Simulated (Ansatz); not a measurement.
# KF under a change: isotropic strain −0.50 %

Base system: KF in the rock salt structure (space group Fm-3m, No. 225; a = 5.307 Å).

Modification: the cell is scaled by 0.9950 in all directions; the atoms relax in the strained cell.

Computed with plane-wave PAW DFT at the PBEsol level (Ansatz, an electronic-structure program, 420 eV), no spin-orbit coupling. Γ-centred 11×11×11 mesh, Fermi–Dirac width 0.05 eV.

```json
[
 {"quantity": "volume per atom", "base": "18.68 Å³", "changed": "18.40 Å³", "shift": "-0.28 Å³"},
 {"quantity": "space group", "base": "Fm-3m (No. 225)", "changed": "Fm-3m (No. 225)", "shift": "–"},
 {"quantity": "shortest interatomic distance", "base": "5.014 bohr", "changed": "4.989 bohr", "shift": "-0.025 bohr"},
 {"quantity": "energy relative to the base (free energy F)", "base": "0 meV/atom", "changed": "+0.4 meV/atom", "shift": "+0.4 meV/atom"},
 {"quantity": "band gap", "base": "6.15 eV", "changed": "6.23 eV", "shift": "+0.08 eV"},
 {"quantity": "gap character", "base": "direct at Γ", "changed": "direct at Γ", "shift": "–"},
 {"quantity": "mean gap deformation potential ΔEg/Δln V", "base": "–", "changed": "-5.2 eV", "shift": "–"},
 {"quantity": "width of the top valence band", "base": "0.37 eV", "changed": "0.39 eV", "shift": "+0.014 eV"},
 {"quantity": "electron mass", "base": "0.54 mₑ (at Γ)", "changed": "0.53 mₑ (at Γ)", "shift": "–"}
]
```

Final structure:

```
CELL_PARAMETERS angstrom
      0.00000     2.64012     2.64012
      2.64012     0.00000     2.64012
      2.64012     2.64012     0.00000
ATOMIC_POSITIONS crystal
  K  0.00000 0.00000 0.00000
  F  0.50000 0.50000 0.50000
```

Effective masses come from finite differences of ±0.01 Å⁻¹. No phonon test of stability was made.
